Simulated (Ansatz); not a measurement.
The reference is SiC (space group P6_3mc, No. 186; a = 3.0941 Å, c = 10.1293 Å).

Levels (all Ansatz, an electronic-structure program, PAW): PBE (420 eV, spin-orbit coupling left out); HSE06 (420 eV, no SOC).

The geometry is relaxed with PBE.

| Item | Value |
|---|---|
| PBE lowest conduction level above the VBM at special points | M 2.22 eV; L 2.63 eV; H 3.24 eV; Γ 4.96 eV |

Problem. What does HSE06 give at this geometry for the lowest conduction level above the VBM at special points?

Solution. The lowest conduction level above the VBM at special points changes from M 2.22 eV; L 2.63 eV; H 3.24 eV; Γ 4.96 eV to M 3.13 eV; L 3.56 eV; H 4.20 eV; Γ 6.12 eV.

Single points use the geometry relaxed with PBE. HSE06 was sampled on its mesh, a few special points and the semilocal edge points, so its gap is an upper bound. The levels and masses belong to the bands next to the band gap. No phonon test of stability was made.
